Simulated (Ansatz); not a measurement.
**Se, pressure series**

The reference is Se (space group P3_121, No. 152; a = 4.5294 Å, c = 5.0424 Å; made of chains).

Cell and atoms are relaxed at each pressure.

Levels (all Ansatz, a quantum-chemistry and plane-wave program, PAW, earlier PAW set): PBE (420 eV, no spin-orbit coupling); r2SCAN (500 eV, no spin-orbit coupling).

The base cell above is that of PBE; each level relaxes its own structures.

```csv
case,"shortest interatomic distance, PBE","shortest interatomic distance, r2SCAN"
pressure 0.9 GPa,242.1 pm,238.2 pm
pressure 2.1 GPa,243.6 pm,?
pressure 4.5 GPa,245.3 pm,240.2 pm
pressure 9 GPa,246.8 pm,?
pressure 15 GPa,247.4 pm,242.2 pm
pressure 22.5 GPa,247.5 pm,?
pressure 30 GPa,248.0 pm,242.3 pm
```

Task: Some entries are withheld; estimate them.

Result: 
- pressure 2.1 GPa, shortest interatomic distance, r2SCAN: 239.0 pm
- pressure 9 GPa, shortest interatomic distance, r2SCAN: 241.5 pm
- pressure 22.5 GPa, shortest interatomic distance, r2SCAN: 242.4 pm

PBE lies above r2SCAN in every row, by 3.9 pm to 5.7 pm. Near ties aside, they put the cases in the same order.

The mesh was chosen for an insulator and is coarse for the gapless case. From pressure 9 GPa on, the axis ratios lie over 15 % from the base's, so the cell there is far from its starting form. Load acts through the strain it causes; cell and atoms are relaxed under it. No phonon test of stability was made. Competing high-pressure phases were not computed. No dispersion term is included, though the crystal is made of layers, chains or molecules, so its spacings can come out too wide.
